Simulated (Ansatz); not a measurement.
Consider SnO2 in the rutile structure (space group P4_2/mnm, No. 136).

```cif
data_O4Sn2
_chemical_formula_sum 'Sn2 O4'
_space_group_name_H-M_alt 'P42/mnm'
_space_group_IT_number 136
_space_group_name_Hall '-P 4n 2n'
_cell_length_a 4.72236
_cell_length_b 4.72236
_cell_length_c 3.19034
_cell_angle_alpha 90.000
_cell_angle_beta 90.000
_cell_angle_gamma 90.000
loop_
_atom_site_label
_atom_site_type_symbol
_atom_site_symmetry_multiplicity
_atom_site_Wyckoff_symbol
_atom_site_fract_x
_atom_site_fract_y
_atom_site_fract_z
_atom_site_occupancy
Sn1 Sn 2 a 0.00000 0.00000 0.00000 1
O1 O 4 f 0.30607 0.30607 0.00000 1
```

The values are results of LDA/PAW in Ansatz (an electronic-structure program), without spin-orbit coupling, not measurements.

Base values:

Valence-band top at Γ: 0.00, -0.80, -0.80 eV
Band gap: 1.16 eV

Perturbation: every lattice vector is stretched by 1.80 %, atoms relaxed at fixed cell.

Estimate the effect on the valence-band top at Γ.

The valence-band top at Γ (three highest levels, from the VBM) becomes 0.00, -0.75, -0.75 eV (base: 0.00, -0.80, -0.80 eV).

What happens to the band gap?

The band gap drops by 0.58 eV to 0.58 eV.

The cells carry an imposed strain or load. Whether these cells are dynamically stable was not tested.
